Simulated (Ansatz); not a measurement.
Input and output of a relaxation of cell and atoms for InFeCu2Se4 (I-42m, 8 atoms in the cell) (Ansatz, a first-principles code).

Computed with PBEsol, PAW files made with PBE (plane waves; Ansatz).

```
InFe(CuSe2)2
1.0
   -2.86155     2.86155     5.69128
    2.86155    -2.86155     5.69128
    2.86155     2.86155    -5.69128
In Fe Cu Se
1 1 2 4
Direct
  0.50000   0.50000   0.00000
  0.00000   0.00000   0.00000
  0.25000   0.75000   0.50000
  0.75000   0.25000   0.50000
  0.09939   0.09939   0.46418
  0.90061   0.36479   0.00000
  0.63521   0.63521   0.53582
  0.36479   0.90061   0.00000
```
Moments meant for the start (each program seeds them in its own way; μB, in the order of the atoms In Fe Cu Cu Se Se Se Se): 0.0 4.0 0.0 0.0 0.0 0.0 0.0 0.0.

Reference input (self-consistent single point, DFT, PBEsol, plane waves, PAW files made with PBE): basis.ecutwfc = 30.9 Ry; kpoints.mp_grid.grid = 7 7 7; hamiltonian.xc = pbesol; hamiltonian.pseudopotentials = {kind: paw} (the program's default PAW files); magnetization.spin_polarized = true; scf.occupations.method = cold; scf.occupations.width = 0.0073 Ry. This run's input differs from it in these lines:

Ansatz 0.2 input:
```diff
@@ -15,3 +15,3 @@
 basis:
-  ecutwfc: 30.9 Ry
+  ecutwfc: 18.4 Ry
 kpoints:
@@ -25,2 +25,4 @@
   occupations: { method: cold, width: 0.0073 Ry }
+relax:
+  cell: {}
 output:
```

Output, abridged:

```
   [... SCF lines of the steps left out ...]
relax step   1: F+E_penalty+E_count = -44843.49457744 eV  Δ(F+E_penalty+E_count) = +0.000e0 eV  max|allowed force component| = 4.842e-2 eV/Å  Δτ_max = 0.0000 Å  P = -2.872 GPa  Ω = 186.411 Å³  (21 SCF iters, dr2 threshold 1.00e-7 eV, accepted)
relax step   2: F+E_penalty+E_count = -44845.39378347 eV  Δ(F+E_penalty+E_count) = -1.899e0 eV  max|allowed force component| = 1.325e-1 eV/Å  Δτ_max = 0.0144 Å  P = +9.169 GPa  Ω = 178.831 Å³  energy of the carried Pulay correction = +2.062e0 eV  [...]
   [... lines left out ...]
relax step  38: F+E_penalty+E_count = -44843.57201431 eV  Δ(F+E_penalty+E_count) = -3.418e-3 eV  max|allowed force component| = 1.704e-4 eV/Å  Δτ_max = 0.0000 Å  P = +0.010 GPa  Ω = 178.169 Å³  energy of the carried Pulay correction = +3.411e-3 eV  [...]
relax step  39: F+E_penalty+E_count = -44843.56514882 eV  Δ(F+E_penalty+E_count) = +6.865e-3 eV  max|allowed force component| = 2.710e-4 eV/Å  Δτ_max = 0.0000 Å  P = -0.002 GPa  Ω = 178.169 Å³  stress off target by 2.71e-2 GPa  SCF on the basis [...]
basis re-selected at this cell: Δ(F+E_penalty+E_count) = +6.865e-3 eV, ΔP = -0.012 GPa vs the last step
the relaxation is at rest under the 8 symmetry operations that the run kept from its start: a minimum is not shown …
the relaxation's final electronic state is not compared with the one that a single-point calculation of its input finds at the relaxed geometry …
   [... lines left out ...]
Absolute magnetization: 4.0488 μB (∫|ρ↑−ρ↓|, with the PAW one-centre terms)
Free energy (F): -44843.565149 eV
Fermi energy:    8.471030 eV
  cell:  # Å, volume = 178.1689 Å³
   [... lines left out ...]
    - { symbol: Cu, position: [0.75, 0.24999999999999997, 0.49999999999999994] }
    - { symbol: Se, position: [0.09787394279847836, 0.09787394279847836, 0.4618341036637392] }
    - { symbol: Se, position: [0.9021260572015217, 0.36396016086526095, 0.0] }
    - { symbol: Se, position: [0.636039839134739, 0.636039839134739, 0.5381658963362608] }
    - { symbol: Se, position: [0.36396016086526095, 0.9021260572015217, 0.0] }
```

The run converged. 

Summary of the result:
| Item | Result |
|---|---|
| Free energy E − TS (on the zero of these files) | -44843.5651 eV |
| Fermi level (on the code's own zero) | 8.47 eV |
| Pressure | 0.00 GPa |
| Size of the cell's spin moment | 4.03 μB |
| Final cell | a = 6.855 Å, b = 6.855 Å, c = 6.855 Å, α = 131.25°, β = 131.25°, γ = 71.42° |
| Final volume per atom | 22.27 Å³ |
| Relaxation steps | 39 |

The starting cell comes from a database of computed structures (which also holds hypothetical and non-ambient phases and stackings), without a prior relaxation at this level. With one magnetic atom in the cell only a parallel order is possible. The relaxation keeps the symmetry of its start, so its end need not be a minimum. Ansatz's pressure includes its estimate of the finite-basis (Pulay) stress. Without the estimate this run gives -45.00 GPa. The cutoff lies below the one recommended for these files.

Cost on one core of a shared machine: roughly 20 min.
